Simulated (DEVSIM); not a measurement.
System: Si p+/n-/n+ power diode, at 250 K.

| layer (left to right) | material | thickness (μm) | Nd (cm⁻³) | Na (cm⁻³) | τn (s) | τp (s) |
|---|---|---|---|---|---|---|
| 1 | Si | 1.20 | - | 4.1e18 | 2.7e-6 | 2.7e-6 |
| 2 | Si | 8.00 | 1.7e15 | - | 2.7e-6 | 2.7e-6 |
| 3 | Si | 2.60 | 3.6e18 | - | 2.7e-6 | 2.7e-6 |

Left contact: ohmic. Right contact: ohmic. Voltage is applied to the left contact. Recombination: SRH at mid-gap. Mobility is constant in doping.

This is a model device: material constants are rounded textbook-type values typed into the input, and sizes, dopings and lifetimes were drawn at random. Values at 300 K; Nc and Nv go as T^1.5, mobilities as T to minus their exponent, the gap by Varshni's rule with the affinity fixed.

```csv
parameter,Si
gap (eV),1.124
affinity (eV),4.05
permittivity,11.7
Nc (cm⁻³),2.86e19
Nv (cm⁻³),3.1e19
μn (cm²/Vs),1417
μp (cm²/Vs),470
T exponent of μn,2.3
T exponent of μp,2.2
Varshni α (eV/K),0.000473
Varshni β (K),636
```

Model (solved in DEVSIM): 1D drift-diffusion, Boltzmann statistics, complete ionisation; no tunnelling, impact ionisation, image-force lowering or self-heating.

Tabulate band edges, carrier densities and field at -100.0 V on the left contact.

Energies count from the Fermi level of the right contact; mesh points crowd at the junctions.

```json
[
 {"x (μm)": "0.000", "Ec (eV)": "101.100", "Ev (eV)": "99.962", "n (cm⁻³)": "< 1e2", "p (cm⁻³)": "4.1e18", "field (V/cm)": "≈ 0"},
 {"x (μm)": "0.04704", "Ec (eV)": "101.100", "Ev (eV)": "99.962", "n (cm⁻³)": "< 1e2", "p (cm⁻³)": "4.1e18", "field (V/cm)": "≈ 0"},
 {"x (μm)": "0.1824", "Ec (eV)": "101.100", "Ev (eV)": "99.962", "n (cm⁻³)": "< 1e2", "p (cm⁻³)": "4.1e18", "field (V/cm)": "≈ 0"},
 {"x (μm)": "0.5721", "Ec (eV)": "101.100", "Ev (eV)": "99.962", "n (cm⁻³)": "< 1e2", "p (cm⁻³)": "4.1e18", "field (V/cm)": "≈ 0"},
 {"x (μm)": "1.060", "Ec (eV)": "101.100", "Ev (eV)": "99.962", "n (cm⁻³)": "< 1e2", "p (cm⁻³)": "4.1e18", "field (V/cm)": "≈ 0"},
 {"x (μm)": "1.168", "Ec (eV)": "101.100", "Ev (eV)": "99.962", "n (cm⁻³)": "< 1e2", "p (cm⁻³)": "4.1e18", "field (V/cm)": "≈ 0"},
 {"x (μm)": "1.205", "Ec (eV)": "100.910", "Ev (eV)": "99.771", "n (cm⁻³)": "< 1e2", "p (cm⁻³)": "5.7e14", "field (V/cm)": "-230000"},
 {"x (μm)": "1.303", "Ec (eV)": "98.657", "Ev (eV)": "97.521", "n (cm⁻³)": "< 1e2", "p (cm⁻³)": "< 1e2", "field (V/cm)": "-230000"},
 {"x (μm)": "1.557", "Ec (eV)": "92.942", "Ev (eV)": "91.806", "n (cm⁻³)": "< 1e2", "p (cm⁻³)": "< 1e2", "field (V/cm)": "-220000"},
 {"x (μm)": "2.316", "Ec (eV)": "76.860", "Ev (eV)": "75.724", "n (cm⁻³)": "< 1e2", "p (cm⁻³)": "< 1e2", "field (V/cm)": "-200000"},
 {"x (μm)": "4.585", "Ec (eV)": "37.796", "Ev (eV)": "36.660", "n (cm⁻³)": "< 1e2", "p (cm⁻³)": "< 1e2", "field (V/cm)": "-140000"},
 {"x (μm)": "8.033", "Ec (eV)": "4.346", "Ev (eV)": "3.209", "n (cm⁻³)": "< 1e2", "p (cm⁻³)": "< 1e2", "field (V/cm)": "-52000"},
 {"x (μm)": "8.826", "Ec (eV)": "1.074", "Ev (eV)": "-0.062", "n (cm⁻³)": "170", "p (cm⁻³)": "< 1e2", "field (V/cm)": "-31000"},
 {"x (μm)": "9.091", "Ec (eV)": "0.348", "Ev (eV)": "-0.788", "n (cm⁻³)": "2.1e12", "p (cm⁻³)": "< 1e2", "field (V/cm)": "-24000"},
 {"x (μm)": "9.193", "Ec (eV)": "0.101", "Ev (eV)": "-1.035", "n (cm⁻³)": "2.0e17", "p (cm⁻³)": "< 1e2", "field (V/cm)": "-42000"},
 {"x (μm)": "9.230", "Ec (eV)": "0.039", "Ev (eV)": "-1.097", "n (cm⁻³)": "3.6e18", "p (cm⁻³)": "< 1e2", "field (V/cm)": "≈ 0"},
 {"x (μm)": "9.336", "Ec (eV)": "0.039", "Ev (eV)": "-1.097", "n (cm⁻³)": "3.6e18", "p (cm⁻³)": "< 1e2", "field (V/cm)": "≈ 0"},
 {"x (μm)": "9.650", "Ec (eV)": "0.039", "Ev (eV)": "-1.097", "n (cm⁻³)": "3.6e18", "p (cm⁻³)": "< 1e2", "field (V/cm)": "≈ 0"},
 {"x (μm)": "10.94", "Ec (eV)": "0.039", "Ev (eV)": "-1.097", "n (cm⁻³)": "3.6e18", "p (cm⁻³)": "< 1e2", "field (V/cm)": "≈ 0"},
 {"x (μm)": "11.52", "Ec (eV)": "0.039", "Ev (eV)": "-1.097", "n (cm⁻³)": "3.6e18", "p (cm⁻³)": "< 1e2", "field (V/cm)": "≈ 0"},
 {"x (μm)": "11.72", "Ec (eV)": "0.039", "Ev (eV)": "-1.097", "n (cm⁻³)": "3.6e18", "p (cm⁻³)": "< 1e2", "field (V/cm)": "≈ 0"},
 {"x (μm)": "11.80", "Ec (eV)": "0.039", "Ev (eV)": "-1.097", "n (cm⁻³)": "3.6e18", "p (cm⁻³)": "< 1e2", "field (V/cm)": "≈ 0"}
]
```
